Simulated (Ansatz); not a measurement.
CaAlO₂F (model structure, started from the SrVO2H type, P4/mmm, No. 123, 5 atoms in the cell) was calculated with G0W0@PBEsol (hard PAW, contour deformation; Ansatz, a quantum-chemistry and plane-wave program).

The cell is the one relaxed with PBEsol. Conventional cell: a = 3.7275 Å, b = 3.7275 Å, c = 3.6767 Å, α = 90.00°, β = 90.00°, γ = 90.00°.

The quasiparticle gap at Γ at a fixed k mesh 2×2×2:

```json
[
 {"response cutoff": "200 eV, 603 empty bands", "value (eV)": "7.111"},
 {"response cutoff": "250 eV, 842 empty bands", "value (eV)": "7.183"},
 {"response cutoff": "300 eV, 1107 empty bands", "value (eV)": "7.222"},
 {"response cutoff": "400 eV, 1705 empty bands", "value (eV)": "7.263"}
]
```

Question: Taking the value to converge with the response cutoff E as E^(−3/2), extrapolate from the last two rows.

Answer: With y = y∞ + c/w and weights w = 5196 and 8000 for the last two rows, y∞ = (w2 y2 − w1 y1)/(w2 − w1) = (8000 × 7.263 − 5196 × 7.222)/2804 = 7.339 eV, which lies 0.076 beyond the last row. Successive pairs of rows give 7.364, 7.346, 7.339. The limit also hangs on the law assumed, so its last digits aren't firm.

The other settings are not extrapolated, so this is the limit in one setting alone.

At the last cutoff the smallest gap on this mesh is 6.16 eV, with an edge away from Γ.

A model structure was made by putting elements into a prototype or built by hand; it is no filed structure, need not be a known phase, and can be a saddle point held by its symmetry.
